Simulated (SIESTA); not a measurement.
## Worked example: self-consistent single point of Rb3TlF6 (Fm-3m, 10 atoms in the cell) in SIESTA

Method: LDA PW92, numerical atomic orbitals DZP, PseudoDojo LDA standard norm-conserving potentials (rewritten from UPF to PSML) (SIESTA).

The input file:

```
# files in the folder: Rb.psml Tl.psml F.psml (PseudoDojo LDA standard)
SystemName  Rb3TlF6
SystemLabel Rb3TlF6

NumberOfAtoms                10
NumberOfSpecies              3
%block ChemicalSpeciesLabel
  1 37 Rb
  2 81 Tl
  3 9 F
%endblock ChemicalSpeciesLabel
LatticeConstant              6.717882 Ang
%block LatticeVectors
     0.000000000    0.707106793    0.707106793
     0.707106793    0.000000000    0.707106793
     0.707106793    0.707106793    0.000000000
%endblock LatticeVectors
AtomicCoordinatesFormat      Bohr
%block AtomicCoordinatesAndAtomicSpecies
    13.465035631   13.465035631   13.465035631  1
     4.488345210    4.488345210    4.488345210  1
     8.976690421    8.976690421    8.976690421  1
     0.000000000    0.000000000    0.000000000  2
     4.082598803    8.976690421    8.976690421  3
    13.870782038    8.976690421    8.976690421  3
     8.976690421    4.082598803    8.976690421  3
     8.976690421   13.870782038    8.976690421  3
     8.976690421    8.976690421    4.082598803  3
     8.976690421    8.976690421   13.870782038  3
%endblock AtomicCoordinatesAndAtomicSpecies

XC.functional                LDA
XC.authors                   PW92
PAO.BasisSize                DZP
PAO.EnergyShift              0.005 Ry
MeshCutoff                   400 Ry
%block kgrid.MonkhorstPack
    3   0   0  0.0
    0   3   0  0.0
    0   0   3  0.0
%endblock kgrid.MonkhorstPack
OccupationFunction           FD
ElectronicTemperature        0.02 eV

MaxSCFIterations             150
SCF.Mixer.Method             Pulay
SCF.Mixer.Weight             0.25
SCF.Mixer.History            6
SCF.DM.Tolerance             1.0E-04
Diag.ParallelOverK           true
WriteForces                  true
```

Output, abridged:

```
reinit: Reading from file input.fdf

reinit: System Name: Rb3TlF6
reinit: System Label: Rb3TlF6

coor:   Atomic-coordinates input format  =     Cartesian coordinates
coor:                                            (in Bohr units)

siesta: Atomic coordinates (Bohr) and species
siesta:     13.46504  13.46504  13.46504  1        1
siesta:      4.48835   4.48835   4.48835  1        2
siesta:      8.97669   8.97669   8.97669  1        3
siesta:      0.00000   0.00000   0.00000  2        4
siesta:      4.08260   8.97669   8.97669  3        5
siesta:     13.87078   8.97669   8.97669  3        6
siesta:      8.97669   4.08260   8.97669  3        7
siesta:      8.97669  13.87078   8.97669  3        8
siesta:      8.97669   8.97669   4.08260  3        9
siesta:      8.97669   8.97669  13.87078  3       10

siesta: System type = bulk

initatomlists: Number of atoms, orbitals, and projectors:     10   123   150

siesta: ******************** Simulation parameters ****************************
redata: Spin configuration                          = none
redata: Time-Reversal Symmetry                      = T
redata: Number of Atomic Species                    =        3
redata: Mesh Cutoff                                 =   400.0000 Ry
redata: Net charge of the system                    =     0.0000 |e|
redata: Min. number of SCF Iter                     =        0
redata: Max. number of SCF Iter                     =      150
redata: SCF convergence failure will abort job
redata: SCF mix quantity                            = Hamiltonian
redata: Mix DM or H after convergence               =   F
redata: Recompute H after scf cycle                 =   F
redata: Mix DM in first SCF step                    =   T
redata: No kicks to SCF
redata: DM Mixing Weight for Kicks                  =     0.5000
redata: Require Harris convergence for SCF          =   F
redata: Harris energy tolerance for SCF             =     0.000100 eV
   [... lines left out ...]
diag: Parallel distribution                         =     1 x     1
diag: Used triangular part                          = Lower
diag: Absolute tolerance                            =  0.100E-15
diag: Orthogonalization factor                      =  0.100E-05
diag: Memory factor                                 =  1.0000

superc: Internal auxiliary supercell:     5 x     5 x     5  =     125
superc: Number of atoms, orbitals, and projectors:   1250  15375  18750

                        Single-point calculation

superc: Internal auxiliary supercell:     5 x     5 x     5  =     125
superc: Number of atoms, orbitals, and projectors:   1250  15375  18750

outcell: Unit cell vectors (Ang):
        0.000000    4.750260    4.750260
        4.750260    0.000000    4.750260
        4.750260    4.750260    0.000000

outcell: Cell vector modules (Ang)   :    6.717882    6.717882    6.717882
outcell: Cell angles (23,13,12) (deg):     60.0000     60.0000     60.0000
outcell: Cell volume (Ang**3)        :    214.3789
new_DM -- step:     1
Initializing Density Matrix...

Attempting to read DM from file... Failed...
DM filled with atomic data:

InitMesh: MESH = 72 x 72 x 72 = 373248
InitMesh: Mesh cutoff (required, used) =   400.000   476.205 Ry

stepf: Fermi-Dirac step function
        iscf     Eharris(eV)        E_KS(eV)     FreeEng(eV)     dDmax    Ef(eV) dHmax(eV)
   scf:    1    -7868.732821    -7876.370443    -7876.370443  1.710078 -7.759324  6.710455
   scf:    2    -7885.035543    -7881.525333    -7881.525333  0.167448 -6.066976  2.303045
   scf:    3    -7882.435440    -7882.214112    -7882.214112  0.106437 -6.728031  0.692824
   scf:    4    -7882.264185    -7882.249720    -7882.249720  0.047348 -7.201718  0.249583
   scf:    5    -7882.208459    -7882.240586    -7882.240586  0.030170 -7.272271  0.317399
   scf:    6    -7882.252415    -7882.253973    -7882.253973  0.017468 -7.253632  0.088555
   scf:    7    -7882.255345    -7882.254951    -7882.254951  0.004106 -7.243856  0.004039
   scf:    8    -7882.254953    -7882.254952    -7882.254952  0.000372 -7.247235  0.002884
   scf:    9    -7882.254954    -7882.254953    -7882.254953  0.000137 -7.246845  0.000054
   scf:   10    -7882.254953    -7882.254953    -7882.254953  0.000004 -7.246811  0.000021
SCF Convergence by DM+H criterion
max |DM_out - DM_in|         :     0.0000037847
max |H_out - H_in|      (eV) :     0.0000208892
SCF cycle converged after 10 iterations

Using DM_out to compute the final energy and forces

siesta: E_KS(eV) =            -7882.2550

siesta: E_KS - E_eggbox =     -7882.2550

siesta: Atomic forces (eV/Ang):
     1   -0.000000   -0.000000   -0.000000
     2   -0.000000   -0.000000   -0.000000
     3    0.000000    0.000000    0.000000
     4    0.000000    0.000000    0.000000
     5   -0.040463   -0.000000   -0.000000
     6    0.040462    0.000000    0.000000
     7   -0.000000   -0.040463   -0.000000
     8    0.000000    0.040462    0.000000
     9   -0.000000   -0.000000   -0.040463
    10    0.000000    0.000000    0.040462
   Tot   -0.000001   -0.000001   -0.000001
   Max    0.040463
   Res    0.018095    sqrt( Sum f_i^2 / 3N )
   Max    0.040463    constrained

Stress tensor Voigt[x,y,z,yz,xz,xy] (kbar):       16.07       16.07       16.07        0.00        0.00        0.00
(Free)E + p*V (eV/cell)    -7884.4055
Target enthalpy (eV/cell)    -7882.2550

siesta: Program's energy decomposition (eV):
siesta: Ebs     =     -1350.941047
siesta: Eions   =     10668.854186
siesta: Ena     =      1481.473201
siesta: Ekin    =      4107.396051
siesta: Enl     =      -838.680446
siesta: Eso     =         0.000000
siesta: Edftu   =         0.000000
siesta: DEna    =         6.894462
siesta: DUscf   =         3.086628
siesta: DUext   =         0.000000
siesta: Ex      =     -1784.581756
siesta: Ec      =      -188.988907
siesta: Exc     =     -1973.570663
siesta: Eharris =     -7882.254953
siesta: Etot    =     -7882.254953
siesta: FreeEng =     -7882.254953

siesta: Atomic forces (eV/Ang):
siesta:      1   -0.000000   -0.000000   -0.000000
siesta:      2   -0.000000   -0.000000   -0.000000
siesta:      3    0.000000    0.000000    0.000000
siesta:      4    0.000000    0.000000    0.000000
siesta:      5   -0.040463   -0.000000   -0.000000
siesta:      6    0.040462    0.000000    0.000000
siesta:      7   -0.000000   -0.040463   -0.000000
siesta:      8    0.000000    0.040462    0.000000
siesta:      9   -0.000000   -0.000000   -0.040463
siesta:     10    0.000000    0.000000    0.040462
siesta: ----------------------------------------
siesta:    Tot   -0.000001   -0.000001   -0.000001

siesta: Stress tensor (static) (eV/Ang**3):
siesta:     0.010032    0.000000    0.000000
siesta:     0.000000    0.010032    0.000000
siesta:     0.000000    0.000000    0.010032

siesta: Cell volume =        214.378949 Ang**3

siesta: Pressure (static):
siesta:                Solid            Molecule  Units
siesta:          -0.00010926         -0.00011991  Ry/Bohr**3
siesta:          -0.01003168         -0.01100931  eV/Ang**3
siesta:         -16.07252251        -17.63885409  kBar
```

The run converged in 10 iterations.

The starting cell comes from a database of computed structures (which also holds hypothetical and non-ambient phases and stackings), without a prior relaxation at this level. Values carry the incompleteness of an atom-centred basis.

Cost on one core of a shared machine: roughly 2 min.
